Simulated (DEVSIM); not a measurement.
System: Pd/SiO2/n-Si capacitor, at 300 K.

```tsv
layer (left to right)	material	thickness (nm)	Nd (cm⁻³)
1	SiO2	7.20	-
2	Si	14000	1.6e14
```

Metal gate on the left, work function 5.2 eV. Fixed charge at the semiconductor interface 1.2e11 cm⁻² (in units of +e); no interface traps.

The device is made up for the run: typed textbook-type constants, with dimensions and the other settings drawn at random. Values at 300 K.

```
parameter      SiO2       Si
-------------  ----  -------
gap (eV)          9    1.124
affinity (eV)   0.9     4.05
permittivity    3.9     11.7
Nc (cm⁻³)         -  2.86e19
Nv (cm⁻³)         -   3.1e19
```

Simulated with DEVSIM: 1D Poisson equation in equilibrium, Boltzmann statistics, complete ionisation; no quantum confinement or tunnelling. Metal contacts follow the ideal Schottky-Mott rule: no Fermi-level pinning, no interface dipoles.

Task: Tabulate band edges, carrier densities and field at 0.4 V on the gate.

Result: Energies count from the Fermi level of the right contact; mesh points crowd at the junctions.

```csv
x (μm),Ec (eV),Ev (eV),n (cm⁻³),p (cm⁻³),field (V/cm)
0.000,3.900,-5.100,< 1e2,< 1e2,-68000
0.001474,3.890,-5.110,< 1e2,< 1e2,-68000
0.003952,3.873,-5.127,< 1e2,< 1e2,-68000
0.006240,3.857,-5.143,< 1e2,< 1e2,-68000
0.008035,0.700,-0.424,4.9e7,2.4e12,-4200
0.01086,0.699,-0.425,5.1e7,2.3e12,-4200
0.01807,0.696,-0.428,5.8e7,2.0e12,-4200
0.04680,0.684,-0.440,9.2e7,1.3e12,-4100
0.1044,0.661,-0.463,2.3e8,5.1e11,-4000
0.2517,0.605,-0.519,2.0e9,5.8e10,-3600
0.6196,0.488,-0.636,1.8e11,6.4e8,-2700
2.016,0.319,-0.805,1.2e14,940000,-200
5.024,0.313,-0.811,1.6e14,730000,≈ 0
10.07,0.313,-0.811,1.6e14,730000,≈ 0
12.81,0.313,-0.811,1.6e14,730000,≈ 0
13.53,0.313,-0.811,1.6e14,730000,≈ 0
13.82,0.313,-0.811,1.6e14,730000,≈ 0
13.93,0.313,-0.811,1.6e14,730000,≈ 0
13.98,0.313,-0.811,1.6e14,730000,≈ 0
14.00,0.313,-0.811,1.6e14,730000,≈ 0
14.00,0.313,-0.811,1.6e14,730000,≈ 0
14.01,0.313,-0.811,1.6e14,730000,≈ 0
```
